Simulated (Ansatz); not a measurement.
# Effect of uniaxial strain ε_zz = +3.00 % on CdS

Take CdS in the wurtzite structure (space group P6_3mc, No. 186; a = 4.124 Å, c = 6.708 Å) as the base. Axes: x lies along a and z along c of the hexagonal cell.

The change: the cell is stretched by 3.00 % along z with no lateral relaxation, atoms relaxed at fixed cell.

Method: PBEsol (Ansatz, a program for electronic structure; PAW; 420 eV plane waves; scalar-relativistic without spin-orbit coupling). Settings: 9×9×5 k-points, 0.05 eV Fermi–Dirac smearing.

| quantity | base | changed | shift |
|---|---|---|---|
| volume per atom | 24.71 Å³ | 25.45 Å³ | +0.74 Å³ |
| shortest interatomic distance | 2.521 Å | 2.544 Å | +0.023 Å |
| energy relative to the base (free energy F) | 0 meV/atom | +6.4 meV/atom | +6.4 meV/atom |
| pressure (mean of the normal stresses, compression positive) | 0.00 GPa | -1.72 GPa | -1.72 GPa |
| band gap | 1.09 eV | 0.97 eV | -0.126 eV |
| gap character | direct at Γ | direct at Γ | – |
| electron mass | 0.11 mₑ along c, 0.12 mₑ across (at Γ) | 0.11 mₑ along z, 0.12 mₑ across (at Γ) | – |
| valence-band top at Γ (three highest levels, from the VBM) | 0.00, 0.00, -0.05 eV | 0.00, 0.00, -0.15 eV | – |
| largest internal atomic displacement | – | 0.021 Å | – |
| stress (xx, yy, zz, yz, xz, xy; compression positive) | – | (-1.20, -1.20, -2.76, 0.00, 0.00, 0.00) GPa | – |

Final structure:

```xyz
4
Lattice="4.1244 0.0000 0.0000 -2.0622 3.5718 0.0000 0.0000 0.0000 6.9094" Properties=species:S:1:pos:R:3 pbc="T T T"
Cd     0.0000     2.3812     0.0223
Cd     2.0622     1.1906     3.4770
S      0.0000     2.3812     2.5826
S      2.0622     1.1906     6.0373
```

Cost of the whole job for the changed cell (relaxation, final SCF and bands): around 70 core-seconds (rough).

Masses are band curvatures over ±0.01 Å⁻¹ around the edge. Whether these cells are dynamically stable was not tested.
